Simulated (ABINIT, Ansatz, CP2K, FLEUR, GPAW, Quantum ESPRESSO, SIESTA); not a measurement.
## Mg2Zn (C2/m, 6 atoms in the cell) computed with different codes at matched settings

Self-consistent single point.

```
CELL_PARAMETERS angstrom
      5.68621    -1.60732     0.00000
      5.68621     1.60732     0.00000
     -1.79542     0.00000     6.24794
ATOMIC_POSITIONS crystal
  Mg 0.15985 0.15985 0.09235
  Mg 0.84015 0.84015 0.90765
  Mg 0.85867 0.85867 0.43962
  Mg 0.14133 0.14133 0.56038
  Zn 0.49134 0.49134 0.22168
  Zn 0.50866 0.50866 0.77832
```

All programs got the same cell, k-point mesh and kind of occupations (in Ansatz's words: kpoints.mp_grid.grid = 5 5 3; scf.occupations.method = gaussian; scf.occupations.width = 0.0073 Ry); potentials, basis and cutoffs are each program's usual ones.

```csv
code,model,pressure (GPa),largest force (eV/Å),k-points,cutoff
CP2K,"PBEsol, GPW, DZVP-MOLOPT-SR-GTH basis, GTH-PBE potentials (GTH_POTENTIALS)",1.99,0.392,38,grid 1000 Ry
FLEUR,"PBEsol, all-electron FLAPW (FLEUR), scalar-relativistic valence",–,0.143,24,Kmax 4.1 1/bohr
Ansatz,"PBEsol, PAW files made with PBE",-0.03,0.142,24,30.9 Ry
Quantum ESPRESSO,"PBEsol, SSSP 1.1.2 efficiency (PBE) pseudopotentials",-0.30,0.138,24,50 Ry
GPAW,"PBEsol, GPAW PAW datasets PBEsol (made by gpaw-setup)",0.01,0.144,24,800 eV
SIESTA,"GGA PBEsol, numerical atomic orbitals DZP, PseudoDojo PBEsol standard norm-conserving potentials (rewritten from UPF to PSML)",-0.74,0.272,38,grid 300 Ry
ABINIT,"PBEsol, PAW (JTH v2.0 PBE PAW, files made for PBE)",-0.07,0.141,24,30 Ha
```

Size of the force on each atom (eV/Å): Sizes of forces hide their directions.

```csv
code,Mg1,Mg2,Mg3,Mg4,Zn5,Zn6
CP2K,0.092,0.092,0.392,0.392,0.066,0.066
FLEUR,0.124,0.124,0.143,0.143,0.073,0.073
Ansatz,0.123,0.123,0.142,0.142,0.071,0.071
Quantum ESPRESSO,0.115,0.115,0.138,0.138,0.072,0.072
GPAW,0.126,0.126,0.144,0.144,0.072,0.072
SIESTA,0.171,0.171,0.260,0.260,0.272,0.272
ABINIT,0.122,0.122,0.141,0.141,0.070,0.070
```

A dash marks a value that a program does not give, or that is left out as unsure.

The spread over the programs that give each value: pressure within 2.73 GPa; largest force within 0.254 eV/Å.

The starting cell comes from a database of computed structures (which also holds hypothetical and non-ambient phases and stackings), without a prior relaxation at this level. On Ansatz's run: Without a gap this mesh is coarse (it stands for a supercell whose shortest vector is 16 Å).

Why do the programs differ, and what cannot be compared?

Differences of this kind can come from the potentials, where these differ, and from what each basis and cutoff leave unconverged. The valence holds different numbers of electrons (CP2K 64, FLEUR 64, Ansatz (an electronic-structure program) 64, Quantum ESPRESSO 48, GPAW 64, SIESTA 80, ABINIT 64). The zero of total energies and Fermi levels follows the potentials and each program's conventions, so they are not compared here. CP2K and SIESTA use small atom-centred bases, whose incompleteness enters pressures, forces and empty levels differently from a plane-wave cutoff. FLEUR treats all electrons, but the usual bases taken here (sphere radii, linearisation, local orbitals, empty states) were not tested for convergence, so the values are no reference for the others. Ansatz's pressure is given at a fixed set of plane waves, as the other plane-wave codes print theirs. Ansatz's smearing width was typed in Ry to four decimals, so it matches the others to a few per cent. The programs reduce the same mesh by symmetry to different extents, which changes the work and not the result. In the pressure, CP2K (by 2.04) lies more than 1 GPa from the median of the plane-wave programs. In the force vectors, CP2K (by 0.303) and SIESTA (by 0.334) lie more than 0.08 eV/Å from the median of the plane-wave programs.

The shared mesh is coarse (it stands for a supercell whose shortest vector is 16 Å), so the values are not converged in it.

Left out of this page: Elk (not drawn, or without a comparable value).

Keys are those of Ansatz 0.2.
